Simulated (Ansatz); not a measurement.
Take SiO2 (space group P4_32_12, No. 96; a = 5.030 Å, c = 7.013 Å) as the base.

All numbers come from PBEsol (Ansatz, a program for electronic structure, PAW, without spin-orbit coupling).

Base values:

```
Property                              Result
---------------------  ---------------------
Lattice parameter a                  5.030 Å
Valence-band top at Γ  0.00, -0.28, -0.28 eV
Band gap                             5.57 eV
```

Perturbation: cell and atoms relaxed at a pressure of 0.3 GPa.

Question: What does the calculation give for the lattice parameter a after the change?

Answer: The lattice parameter a shrinks by 0.031 Å to 4.999 Å.

Question: Estimate the effect on the valence-band top at Γ.

Answer: The valence-band top at Γ (three highest levels, from the VBM) changes from 0.00, -0.28, -0.28 eV to 0.00, -0.31, -0.31 eV.

Question: What does the calculation give for the band gap after the change?

Answer: The band gap increases by 0.02 eV to 5.59 eV.

Load acts through the strain it causes; cell and atoms are relaxed under it. Whether these cells are dynamically stable was not tested.
